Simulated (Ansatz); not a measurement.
The starting structures come from a database of crystals and need not be the phases stable at ambient conditions.

## Evanescent states of SiHg3(SF3)2 (P-3m1, not sure to be the ambient phase, 12 atoms a cell, 18.1 Å³ an atom, -2 GPa at this level) along the normal of (111)

Level of theory: r2SCAN (plane waves, PAW; Ansatz, an electronic-structure program).

The gap is the functional's own, uncorrected, and κ follows it; spin-orbit coupling is left out. Mid-gap values are interpolated between the computed energies.

Energies count from the valence-band top; κ is the least over a 4×4 mesh across the current.

```
E (eV)  κ (1/Å)  where
------  -------  -----
0.09      0.205  off Γ
0.26      0.299  off Γ
0.42      0.350  off Γ
0.59      0.383  off Γ
0.77      0.404  off Γ
0.94      0.416      Γ
1.10      0.420      Γ
1.27      0.422      Γ
1.45      0.422      Γ
1.61      0.420      Γ
1.78      0.415  off Γ
1.96      0.407  off Γ
2.12      0.396  off Γ
2.29      0.384  off Γ
2.46      0.370  off Γ
2.63      0.352  off Γ
2.81      0.331  off Γ
2.98      0.290      Γ
3.15      0.223      Γ
3.31      0.137      Γ
```

How thick must the barrier be to attenuate the transmission by 10^8 when the electrodes' Fermi level lies at 2.29 eV, and what attenuation does that film give at 1.45 eV?

d = 8 ln 10 / (2 × 0.384) = 24.0 Å. At 1.45 eV it gives 8 × 0.422/0.384 = 8.8 decades.
